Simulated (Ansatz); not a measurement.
The reference is Te in the diamond structure (space group Fd-3m, No. 227; a hypothetical phase, not in the database extracts checked; relaxed with 0.1 eV smearing).

```cif
data_Te8
_chemical_formula_sum 'Te8'
_space_group_name_H-M_alt 'Fd-3m :1'
_space_group_IT_number 227
_space_group_name_Hall 'F 4d 2 3 -1d'
_cell_length_a 7.06058
_cell_length_b 7.06058
_cell_length_c 7.06058
_cell_angle_alpha 90.000
_cell_angle_beta 90.000
_cell_angle_gamma 90.000
loop_
_atom_site_label
_atom_site_type_symbol
_atom_site_symmetry_multiplicity
_atom_site_Wyckoff_symbol
_atom_site_fract_x
_atom_site_fract_y
_atom_site_fract_z
_atom_site_occupancy
Te1 Te 8 b 0.50000 0.50000 0.50000 1
```
(The calculation used a cell of 2 atoms; values per cell refer to that cell.)

Calculations: Kohn–Sham DFT with the PBEsol functional, run in Ansatz (a program for electronic structure) with PAW and 420 eV plane waves, spin-orbit coupling left out.

For the base:

The pressure comes out as 0.0 GPa.

Now apply this change: an isotropic linear strain of +2.43 %; the atoms relax in the strained cell.

Problem. What does the calculation give for the energy relative to the base after the change?

Solution. The energy rises by 20 meV/atom.

Problem. Estimate the effect on the pressure.

Solution. The pressure goes from zero to -1.9 GPa.

No phonon test of stability was made.
